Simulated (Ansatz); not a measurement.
## ZnSe (F-43m): band-edge transport data

Input:

```yaml
crystal:
  lattice:
    - [0.00000, 2.81670, 2.81670]
    - [2.81670, 0.00000, 2.81670]
    - [2.81670, 2.81670, 0.00000]
  atoms:
    - { symbol: Zn, position: [0.00000, 0.00000, 0.00000] }
    - { symbol: Se, position: [0.25000, 0.25000, 0.25000] }
```

The numbers are results of r2SCAN with spin-orbit coupling, rigid bands (plane waves, PAW; Ansatz, a program for electronic structure), not measurements. Geometry: cell and atoms relaxed with PBEsol.

The band gap is 1.82 eV. The electron conductivity mass (300 K, dilute) is 0.135 mₑ and the hole conductivity mass (300 K, dilute) is 0.67 mₑ. The effective density of states N_c (300 K) is 1.2e18 cm⁻³, the effective density of states N_v (300 K) is 2.6e19 cm⁻³ and the density-of-states mass, electrons is 0.135 mₑ. The density-of-states mass, holes is 1.01 mₑ, the Seebeck coefficient, n-type 1e19 cm⁻³, 300 K is -83 μV/K and the Seebeck coefficient, p-type 1e19 cm⁻³, 300 K is 301 μV/K.

Rigid bands; masses and Seebeck coefficients take one relaxation time τ for all states and one kind of carrier; polarons and phonon drag are left out. Geometry: cell and atoms relaxed with PBEsol.
